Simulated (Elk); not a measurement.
Band structure of AlCo (Pm-3m, 2 atoms in the cell).

```
AlCo
1.0
    2.79515     0.00000     0.00000
    0.00000     2.79515     0.00000
    0.00000     0.00000     2.79515
Al Co
1 1
Cartesian
  0.00000   0.00000   0.00000
  1.39758   1.39758   1.39758
```

Method: Elk with PBE, all-electron FP-LAPW, Elk's shipped species files, default APW+lo basis.

Settings: xctype = 20; rgkmax = 7; stype = 0; swidth = 0.00999582 Ha; ngridk = 9 9 9; rmtscf = 0.93.

The starting cell comes from a database of computed structures (which also holds hypothetical and non-ambient phases and stackings), without a prior relaxation at this level. Its lattice was rescaled by a random factor within 2.5 % of one. Spin polarisation is off. Values depend on the basis (sphere radii, cutoffs, local orbitals), which need not be converged.

Levels in eV from the Fermi level, bands 9 to 16:
| point | 9 | 10 | 11 | 12 | 13 | 14 | 15 | 16 |
|---|---|---|---|---|---|---|---|---|
| Γ | -3.21 | -0.86 | -0.86 | -0.86 | 6.28 | 6.28 | 6.28 | 9.46 |
| X | -2.57 | -1.83 | -1.83 | -0.74 | 0.26 | 9.10 | 11.56 | 11.56 |
| M | -2.82 | -2.82 | -1.61 | -1.61 | -0.20 | 2.67 | 3.87 | 13.57 |
| R | -4.21 | -0.15 | -0.15 | 2.45 | 2.45 | 2.45 | 4.68 | 5.69 |

Bands cross the Fermi level along this path, so the cell is metallic at this level.
